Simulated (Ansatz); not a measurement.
Strongest site found for several adsorbates on fcc Pd (111).

Calculation: PBE (plane waves to 420 eV, PAW; Ansatz, a program for electronic structure).

Counted are starts at which the adsorbate stayed whole and on top. Thin slabs; no dispersion, zero-point or thermal terms; negative values mean binding.

| adsorbate, area an adsorbate | reference | bonded to | E_ads (eV) | shortest bond to the host (Å) |
|---|---|---|---|---|
| Li, 27 Å² | an atom of bcc Li | 3 Pd | ___ | 2.51 |
| CH3, 27 Å² | CH4(g) − ½ H2(g) | Pd | 0.72 | 2.05 |
| Li, 7 Å² | an atom of bcc Li | 3 Pd | ___ | 2.51 |
| Al, 27 Å² | an atom of fcc Al | 3 Pd | ___ | 2.38 |
| Cu, 27 Å² | an atom of fcc Cu | 3 Pd | 0.65 | ___ |

Task: What belongs in the gaps?

Result: 
- Li, 27 Å², E_ads (eV): -1.20
- Li, 7 Å², E_ads (eV): -0.84
- Al, 27 Å², E_ads (eV): -1.15
- Cu, 27 Å², shortest bond to the host (Å): 2.49
